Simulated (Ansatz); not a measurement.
# Several settings converged on K3Pd (P4mm, 4 atoms in the cell)

```
K3Pd
1.0
    5.41779     0.00000     0.00000
    0.00000     5.41779     0.00000
    0.00000     0.00000     5.41779
K Pd
3 1
Direct
  0.50000   0.50000   0.00923
  0.00000   0.50000   0.50000
  0.50000   0.00000   0.50000
  0.00000   0.00000   0.00000
```

Base method: PBEsol, default PAW files made with PBE (plane waves; Ansatz, a quantum-chemistry and plane-wave program).

Base settings: basis.ecutwfc = 420 eV; kpoints.mp_grid.grid = 5 5 5; hamiltonian.xc = pbesol; hamiltonian.pseudopotentials = {kind: paw} (the program's default PAW files); scf.occupations.method = fermi_dirac; scf.occupations.width = 0.1 eV.

The count of work is k-points × plane waves × bands × iterations; it is no time. 

**The cutoff for other potential files**

Level: DFT, PBEsol, plane waves, harder PAW files (source: ansatz) made with PBE.

In this ladder: hamiltonian.pseudopotentials = {kind: paw, source: ansatz}.

The second cell is the first with its lattice scaled by 0.98.

The mesh stays at the base's, so the ladder's end is converged at best in this setting alone.

The first pressure column holds Ansatz's estimate of the finite-basis (Pulay) stress, which hides part of the cutoff error; the other is without it.

Only quantities that move along the ladder and can be compared are tabulated.

```csv
basis.ecutwfc,free energy less the last step's (meV/atom),energy of the compressed cell less the first (meV/atom),pressure (GPa),pressure without the Pulay estimate (GPa),count of work / last
270 eV,4600.22,-13.13,-1.14,-75.61,0.096
330 eV,1130.35,-15.71,-0.76,-25.43,0.13
420 eV,98.44,-5.47,-0.62,-3.96,0.20
510 eV,4.39,-5.60,-0.62,-0.85,0.27
600 eV,0.56,-5.65,-0.62,-0.62,0.35
720 eV,0.39,-5.65,-0.62,-0.62,0.46
900 eV,0.17,-5.66,-0.62,-0.62,0.64
1200 eV,0.00,-5.66,-0.62,-0.62,1.0
```

Coarsest basis.ecutwfc that holds the pressure without the Pulay estimate within 1 GPa of the last step, with all finer ones: 510 eV, at 0.27 of the last step's count of work; the step before is off by 3.3 GPa.

Coarsest basis.ecutwfc that holds the energy of the compressed cell less the first within 1 meV/atom of the last step, with all finer ones: 420 eV, at 0.20 of the last step's count of work; the step before is off by 10 meV/atom.

Coarsest basis.ecutwfc that holds the pressure within 0.2 GPa of the last step, with all finer ones: 330 eV, at 0.13 of the last step's count of work; the step before is off by 0.52 GPa.

The energy difference between the two cells stays within 1 meV/atom of the last step's from 420 eV on, the total only from 600 eV on: much of the error is common to both cells and cancels.

At the lowest cutoff the pressure without the Pulay estimate lies 75.0 GPa under the last step's, the usual sign of Pulay stress in an incomplete plane-wave basis.

**The relaxed cell against the cutoff**

On K₃Pd (Pm-3m, 4 atoms in the cell): atoms on their sites.

In this ladder: relax = cell and atoms.

The mesh stays at the base's, so the ladder's end is converged at best in this setting alone.

Only quantities that move along the ladder and can be compared are tabulated.

```csv
basis.ecutwfc,relaxed volume (Å³/atom),relaxation steps
210 eV,38.876,19
250 eV,37.086,17
295 eV,37.208,12
355 eV,36.937,6
420 eV,36.913,5
505 eV,36.930,5
630 eV,36.924,5
840 eV,36.923,5
```

Coarsest basis.ecutwfc that holds the relaxed volume within 0.037 Å³/atom of the last step, with all finer ones: 355 eV; the step before is off by 0.28 Å³/atom.

At the lowest cutoff the cell relaxes to a volume 5.3 % larger than at the highest. Ansatz relaxes on a stress corrected for the finite basis.

On the base run: the starting cell comes from a database of computed structures (which also holds hypothetical and non-ambient phases and stackings), without a prior relaxation at this level. Its lattice was rescaled by up to half a per cent. One atom was moved a little off its site on purpose. Spin polarisation is off.

Keys are those of Ansatz 0.2.
